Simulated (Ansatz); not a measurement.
# GaAs: pressure series

Consider GaAs in the zinc blende structure (space group F-43m, No. 216; a = 5.659 Å).

Cell and atoms are relaxed at each pressure.

The values are results of PBEsol (Ansatz, a program for electronic structure, PAW, spin-orbit coupling left out), not measurements.

Notes on the quantities. hole mass: degenerate bands, along [100].

```tsv
variant	band gap	hole mass	shortest interatomic distance
base	0.42 eV	0.025, 0.34, 0.34 mₑ (at Γ)	2.450 Å
pressure −2 GPa	0.19 eV	–	2.476 Å
pressure −1 GPa	0.31 eV	–	2.463 Å
pressure 0.9 GPa	0.51 eV	0.030, 0.34, 0.34 mₑ (at Γ)	2.440 Å
pressure 2.1 GPa	0.63 eV	0.036, 0.33, 0.33 mₑ (at Γ)	2.427 Å
pressure 4.5 GPa	0.85 eV	0.047, 0.32, 0.32 mₑ (at Γ)	2.404 Å
pressure 9 GPa	1.14 eV	0.063, 0.30, 0.30 mₑ (at Γ)	2.368 Å
pressure 15 GPa	1.03 eV	0.080, 0.28, 0.28 mₑ (at Γ)	2.329 Å
pressure 22.5 GPa	…	…	…
pressure 30 GPa	0.79 eV	0.11, 0.25, 0.25 mₑ (at Γ)	2.257 Å
```

Q: Complete the table.

A: 
- pressure 22.5 GPa, band gap: 0.90 eV
- pressure 22.5 GPa, hole mass: 0.096, 0.27, 0.27 mₑ (at Γ)
- pressure 22.5 GPa, shortest interatomic distance: 2.290 Å

Load acts through the strain it causes; cell and atoms are relaxed under it. Effective masses come from finite differences of ±0.01 Å⁻¹. Whether these cells are dynamically stable was not tested. Measured, GaAs leaves this structure (for a Cmcm phase) near 15 GPa (room temperature; as listed in arXiv:1906.07825). A zero or small gap of GaAs under pressure −2 GPa can be the functional's error rather than a property of the material.
